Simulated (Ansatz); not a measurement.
# SnTe: electrons 3.0×10^21 cm⁻³

Take SnTe in the rock salt structure (space group Fm-3m, No. 225; a = 6.371 Å) as the base.

One thing is altered: electron doping at 3.0×10^21 cm⁻³ (0.194 per cell), with a uniform compensating background at fixed cell and a 300 K Fermi–Dirac width.

The values are results of Ansatz (a first-principles code) r2SCAN, no spin-orbit coupling, earlier PAW set, not measurements. k-mesh 21×21×21 (Γ-centred); smearing 0.0259 eV (Fermi–Dirac).

```json
[
 {"quantity": "gap between the host's bands", "base": "0.13 eV", "changed": "0.10 eV", "shift": "-0.037 eV"},
 {"quantity": "gap character", "base": "direct at L", "changed": "direct at L", "shift": "–"},
 {"quantity": "valley order (the lowest conduction-band minima on the path, energy above the VBM, named in the base's zone)", "base": "L along ⟨111⟩ 0.13 eV; a point along ⟨110⟩, about 0.6 Å⁻¹ from Γ 0.63 eV; a point along ⟨100⟩, about 0.3 Å⁻¹ from Γ 1.00 eV", "changed": "L along ⟨111⟩ 0.10 eV; a point along ⟨110⟩, about 0.6 Å⁻¹ from Γ 0.61 eV; a point along ⟨100⟩, about 0.3 Å⁻¹ from Γ 0.99 eV", "shift": "–"},
 {"quantity": "Fermi level relative to the doped band's edge (positive inside the band; to 0.05 eV)", "base": "–", "changed": "+0.40 eV", "shift": "–"}
]
```

Final structure:

```yaml
crystal:
  lattice:
    - [0.00000, 3.18559, 3.18559]
    - [3.18559, 0.00000, 3.18559]
    - [3.18559, 3.18559, 0.00000]
  atoms:
    - { symbol: Te, position: [0.00000, 0.00000, 0.00000] }
    - { symbol: Sn, position: [0.50000, 0.50000, 0.50000] }
```
Cell charge -0.193964.

Carriers are added with a uniform compensating background; total energy and stress of such cells depend on the potential's zero and are not compared; many-body gap narrowing is missing at this level. Spin-orbit coupling, missing from the scalar runs, can matter with Te. Whether these cells are dynamically stable was not tested. A zero or small gap of SnTe can be the functional's error rather than a property of the material.
